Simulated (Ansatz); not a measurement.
Start from TiB$_{2}$ (space group P6/mmm, No. 191; a = 2.9939 Å, c = 3.1595 Å). Axes: x lies along a and z along c of the hexagonal cell.

The values are results of LDA/PAW in Ansatz (a first-principles code), no spin-orbit coupling, not measurements.

For the base:

```
Item       Result
--------  -------
Pressure  0.0 GPa
```

Perturbation: tensor shear ε_xz = +2.00 % (engineering shear γ = 0.0400); the atoms relax in the strained cell.

Q: What does the calculation give for the energy relative to the base and pressure after the change?

A: The energy rises by 12 meV/atom; the pressure (mean of the normal stresses, compression positive) goes from zero to 0.6 GPa.

A case with no gap was solved on a k-mesh chosen for an insulator, which is coarse for it. Without a gap, meshes like the base's 13×13×10 leave anisotropic stresses uncertain by several tenths of a GPa, and small strain energies with them. Stability against distortions was not tested. The final runs are not spin-polarised.
